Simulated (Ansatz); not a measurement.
## Zr: pressure series

The reference is Zr in the hcp (Mg type) structure (space group P6_3/mmc, No. 194).

```
Zr
1.0
    3.23126     0.00000     0.00000
   -1.61563     2.79835     0.00000
    0.00000     0.00000     5.17316
Zr
2
Direct
  0.33333   0.66667   0.75000
  0.66667   0.33333   0.25000
```

Cell and atoms are relaxed at each pressure.

All numbers come from Ansatz (an electronic-structure program), PBE, PAW, cutoff 420 eV, no SOC.

Candidates:
(a) pressure 30 GPa
(b) pressure 100 GPa
(c) pressure 50 GPa
(d) pressure −1 GPa
(e) pressure 15 GPa

For the base:

| Quantity | Value |
|---|---|
| c/a ratio | 1.601 |

### Question
Order them by c/a ratio, lowest first.

### Answer
(d) pressure −1 GPa (1.600), (e) pressure 15 GPa (1.627), (a) pressure 30 GPa (1.671), (c) pressure 50 GPa (1.735), (b) pressure 100 GPa (1.795)

Load acts through the strain it causes; cell and atoms are relaxed under it. Whether these cells are dynamically stable was not tested. All final runs are without spin polarisation. Measured, Zr leaves this structure (for the ω phase) near 3 GPa (temperature not stated; as listed in C. Cazorla, D. Alfè, M. J. Gillan, Physical Review B (2008)).
